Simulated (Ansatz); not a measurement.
For zinc-blende CaO (model structure), PBE in Ansatz (PAW) gives:

```
Property                        Value
---------------------  --------------
lattice constant a            5.243 Å
enthalpy of formation  -2.765 eV/atom
```

Q: What does r²SCAN+rVV10 in Ansatz (PAW) give for the same quantities?

A: 
- lattice constant a: 5.198 Å (shrinks by 0.9 %)
- formation enthalpy: -3.002 eV/atom (moves by -0.237 eV/atom)

Changes are worked out from the printed values.

Unless a cell is named, each level is at its own relaxed cell (PBE 18.02, r²SCAN+rVV10 17.56 Å³/atom).

Ansatz's density-functional and Hartree–Fock values are scalar-relativistic unless marked +SOC, with PAW data made under PBE.

A model structure was made by putting elements into a prototype or built by hand; it is no filed structure, need not be a known phase, and can be a saddle point held by its symmetry.

Ansatz is a first-principles code.
